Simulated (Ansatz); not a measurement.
Take Nb in the bcc (W type) structure (space group Im-3m, No. 229; a = 3.310 Å) as the base.

It is then changed as follows: cell and atoms relaxed at a pressure of 7 GPa.

Levels (all Ansatz, a program for electronic structure, PAW): PBE (420 eV, without spin-orbit coupling); r2SCAN (500 eV, no spin-orbit coupling).

The geometry is relaxed with PBE.

```
Quantity        Value
------------  -------
PBE pressure  7.0 GPa
```

Question: How does going to r2SCAN change the pressure?

Answer: The pressure falls by 1.1 GPa, from 7.0 GPa to 5.9 GPa.

Single points use the geometry relaxed with PBE. Their cutoffs differ, which shifts pressures a little. Load acts through the strain it causes; cell and atoms are relaxed under it. No phonon test of stability was made. No other phases were tried under pressure. The final runs are not spin-polarised.
